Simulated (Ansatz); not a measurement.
## GaN, pressure series

Take GaN in the rock salt structure (space group Fm-3m, No. 225) as the base.

```yaml
crystal:
  lattice:
    - [0.00000, 2.10973, 2.10973]
    - [2.10973, 0.00000, 2.10973]
    - [2.10973, 2.10973, 0.00000]
  atoms:
    - { symbol: Ga, position: [0.00000, 0.00000, 0.00000] }
    - { symbol: N, position: [0.50000, 0.50000, 0.50000] }
```

Cell and atoms are relaxed at each pressure.

Calculations: PBEsol (Ansatz, a quantum-chemistry and plane-wave program, PAW, no spin-orbit coupling).

| change | band gap | volume per atom | width of the top valence band |
|---|---|---|---|
| base | 0.54 eV | 9.39 Å³ | 4.70 eV |
| pressure −2 GPa | 0.49 eV | 9.47 Å³ | 4.68 eV |
| pressure −1 GPa | 0.51 eV | 9.43 Å³ | 4.69 eV |
| pressure 0.3 GPa | 0.55 eV | 9.38 Å³ | 4.70 eV |
| pressure 0.7 GPa | 0.56 eV | 9.36 Å³ | 4.71 eV |
| pressure 1.5 GPa | 0.58 eV | 9.33 Å³ | 4.72 eV |
| pressure 3 GPa | 0.62 eV | 9.27 Å³ | 4.73 eV |
| pressure 5 GPa | 0.67 eV | 9.20 Å³ | 4.75 eV |
| pressure 7.5 GPa | 0.73 eV | 9.11 Å³ | 4.77 eV |

Load acts through the strain it causes; cell and atoms are relaxed under it. Whether these cells are dynamically stable was not tested. No other phases were tried under pressure. This is not the structure that GaN has at room temperature and ambient pressure.
